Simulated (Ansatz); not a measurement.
Cost and result by functional for the adsorption energy of SiH3 on the 1x1 (111) surface of fcc Cu, one in a 2x2 cell, started at the site 'hollow Cu-Cu-Cu over Cu at depth 2.1 Å', in Ansatz (plane waves, PAW). Single points on the PBE structure, on one kind of machine; costs are rough ratios of the slab run's core time (references not counted) to the cheapest single point. r2SCAN's cost holds its higher cutoff (500 against 420 eV). Differences are taken against r2SCAN for comparison alone: no measured value is at hand, so the table doesn't rank accuracy.

Slab: 20 atoms, 6.2 Å thick at the start under the adsorbate (thin: gaps and levels are the slab's own); k 6x6x1, smearing 0.1 eV, dipole-corrected; 8 atoms held, the rest relaxed; start symmetry kept, larger cells not searched; spin-polarised, no spin-orbit, no U, no dispersion correction. The starting moment vanished. At the end it is bonded to 3 Cu. In PBE it is, or lies within 0.03 eV of, the lowest of the starts that converged. These notes are the PBE run's. r2SCAN: The program's check for a lower electronic state was not made. Adsorption energies are against SiH4(g) − ½ H2(g). A negative adsorption energy means that the adsorbate is more stable on the surface than in its reference.

```tsv
functional	relative cost	adsorption energy (eV)	less r2SCAN (eV)
RPBE	1	0.00	0.49
r2SCAN	3	-0.49	0.00
PBE (the relaxed run's value)	–	-0.31	0.19
```

The values span 0.49 eV, while the single points' costs differ by a factor of roughly 3. Differences are of unrounded values.

Ansatz is a quantum-chemistry and plane-wave program.
